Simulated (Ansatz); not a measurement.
Model: Si(111) 1x1 surface, 6 top atoms, 3 bilayers, bottom bilayer H-capped and fixed, every top atom capped by H; cell 11.5 x 6.6 Å; two neighbouring H replaced by OH; about 7 Å thick over the host's atoms, 18 atoms held. Level of theory: PBE-D3(BJ) (plane waves to 420 eV, PAW; Ansatz, a first-principles code). k mesh 1 x 2 x 1. The slab states were run without spin polarisation. Slab thickness, cell and mesh are as stated and are not converged limits. All energies are electronic energies at 0 K, without vibrations. Each state was relaxed from one prepared geometry.

One H2O a cell is brought to the surface left by an earlier step (the surface fragment of BCl3 exchanges a second ligand with a neighbouring O-H group), after HCl has left. Relaxed result near the molecule:

```csv
atom,x (Å),y (Å),z (Å)
Si(1),2.081,3.347,9.500
Si(15),3.833,0.002,9.386
Si(16),5.595,3.362,9.502
H(29),3.826,-0.127,10.895
O(46),5.088,3.369,11.092
O(48),2.594,3.304,11.090
B(a0),3.845,3.384,11.754
Cl(a3),3.782,4.618,13.158
O(c0),3.928,1.903,12.660
H(c1),3.885,1.120,12.057
H(c2),3.156,1.843,13.254
```

**Question.** What is the adsorption energy against the free H2O and the slab before, and how much of it is dispersion?

**Answer.** -0.25 eV (negative: bound); the D3 term gives -0.18 eV of it. Its closest contacts to the rest of the cell: H(c1)...H(29) 1.71 Å, O(c0)...B(a0) 1.74 Å, H(c2)...B(a0) 2.26 Å.
